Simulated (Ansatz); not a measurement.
Consider the energy of the reaction as written. Reaction: 8 Si (diamond) + 4 H2O (gas) → cell A. Negative: the products are lower in energy.

Cell A: a slab of Si (diamond, Fd-3m) cut along (111), 20 atoms, hexagonal cell of 7.74 Å (51.8 Å²), symmetry Cm within 0.02 Å, 4.4 Å thick under 16 Å of vacuum, in-plane vectors held at the crystal's; planes from bottom to top: H4 | Si4 × 2 | O4 | H4, its two faces unlike (dipole correction applied); added, foreign or displaced atoms, above the top plane and below the bottom plane: four times H bound to 1 Si at 1.50 Å; four times OH bound through O to 1 Si at 1.69 Å; spin state with PBE: run without spin, k-point mesh 5×5×1.
```yaml
crystal:
  lattice:
    - [7.73533, 0.00000, 0.00000]
    - [-3.86767, 6.69899, 0.00000]
    - [0.00000, 0.00000, 20.29741]
  atoms:
    - { symbol: Si, position: [0.33955, 0.16328, 0.46682] }
    - { symbol: Si, position: [0.17202, 0.32951, 0.50367] }
    - { symbol: H, position: [0.34510, 0.16608, 0.39282] }
    - { symbol: O, position: [0.15375, 0.32039, 0.58665] }
    - { symbol: H, position: [0.28099, 0.38391, 0.60962] }
    - { symbol: Si, position: [0.33955, 0.66328, 0.46682] }
    - { symbol: Si, position: [0.17202, 0.82951, 0.50367] }
    - { symbol: H, position: [0.34510, 0.66608, 0.39282] }
    - { symbol: O, position: [0.15375, 0.82039, 0.58665] }
    - { symbol: H, position: [0.28099, 0.88391, 0.60962] }
    - { symbol: Si, position: [0.83955, 0.16328, 0.46682] }
    - { symbol: Si, position: [0.67202, 0.32951, 0.50367] }
    - { symbol: H, position: [0.84510, 0.16608, 0.39282] }
    - { symbol: O, position: [0.65375, 0.32039, 0.58665] }
    - { symbol: H, position: [0.78099, 0.38391, 0.60962] }
    - { symbol: Si, position: [0.83955, 0.66328, 0.46682] }
    - { symbol: Si, position: [0.67202, 0.82951, 0.50367] }
    - { symbol: H, position: [0.84510, 0.66608, 0.39282] }
    - { symbol: O, position: [0.65375, 0.82039, 0.58665] }
    - { symbol: H, position: [0.78099, 0.88391, 0.60962] }
```

Reference: Si (diamond, Fd-3m), 8 atoms in the cell, the relaxed perfect crystal repeated, atoms not moved again, k-point mesh 5×5×9 on the run's own vectors.

Reference: an isolated H2O molecule (singlet) in a box of 11 × 13 × 13 Å.

All numbers come from Ansatz (an electronic-structure program), plane waves with PAW, its PAW set soft_1, cutoff 420 eV, 500 eV for r2SCAN. The structures are at rest with PBE, within the held lattices; other levels are single points on them. HSE06 runs on coarser k-point meshes, mended by the PBE difference between the two meshes. Neutral cells; Fermi-Dirac smearing of at most 0.05 eV in the solids, energies taken to zero width. The lattices are those relaxed with PBE, so at other levels the solids can be strained, which adds to the spread. Larger cells are relaxed from a start prepared with the learned potential CHGNet till forces fall under 0.03 eV/Å, which some starts already meet. A dispersion term (D3(BJ), or D4 for r2SCAN) was computed beside these levels and is taken off wherever the name lacks it. Space groups of crystals are read within 0.01 Å. Static lattices, no vibrational contributions. The structures are the rest points that the relaxations reached, not proven lowest. Values are for these cell sizes. Cell A has symmetry Cm within 0.02 Å and got no random move, so less symmetric positions, which may lie lower, weren't tried.

What is the computed value (r2SCAN)?

-1.54 eV, for 8 Si (diamond) + 4 H2O (gas) → cell A.

How does the value move with the functional?


```json
[
 {"Functional": "PBE", "value (eV)": "-1.17", "less r2SCAN": "0.37"},
 {"Functional": "HSE06", "value (eV)": "-1.16", "less r2SCAN": "0.38"}
]
```

The levels shown span 0.38 eV, from r2SCAN (-1.54) to HSE06 (-1.16).
